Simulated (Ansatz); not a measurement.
SrZn2N2 (I4/mcm), PBEsol, rigid bands in Ansatz (an electronic-structure program). Band gap 0.48 eV, N_c = 1.09e18 cm⁻³ and N_v = 6.46e19 cm⁻³ at 300 K, conductivity masses along x (a = (-3.26, 3.26, 3.60) Å; b = (3.26, -3.26, 3.60) Å; c = (3.26, 3.26, -3.60) Å) of 0.0911 mₑ (electrons) and 0.499 mₑ (holes). Take k_BT = 0.02585 eV.

**Question.** A film of it is 8 nm thick, with its normal along the direction named. Estimate the confinement energies in an infinite well.

**Answer.** ħ²π²/(2m t²) = 0.376 eV·nm²/(m/mₑ × t²) gives 64.5 meV for electrons and 11.8 meV for holes, so the gap would widen to about 0.56 eV. Finite barriers and nonparabolic bands lower this, and with several valleys or bands the heaviest mass along the normal sets the lowest level, not this average.

**Question.** Find the intrinsic carrier density and the intrinsic Fermi level.

**Answer.** n_i = √(N_c N_v) exp(−E_g/2k_BT) = 8.39e18 × exp(−9.28) = 7.8e14 cm⁻³. The level lies (k_BT/2) ln(N_v/N_c) = 53 meV from mid-gap (positive towards the conduction band). Each 0.1 eV added to the gap lowers n_i by a factor of 6.9.

**Question.** What thermal injection velocity √(2k_BT/πm) limits a ballistic channel along the direction named?

**Answer.** 1.78e7 cm/s for electrons and 7.62e6 cm/s for holes, a ratio of √(m_h/m_e) = 2.34, for dilute carriers.

Rigid bands with the computed gap; masses take one relaxation time for all states. Spin-orbit coupling is left out; where it splits the top of the valence band, N_v and the p-type Seebeck coefficient come out somewhat high without it.

Computed structure with no diffraction record at hand here (it may be known, metastable or hypothetical): SrZn2N2 (I4/mcm).
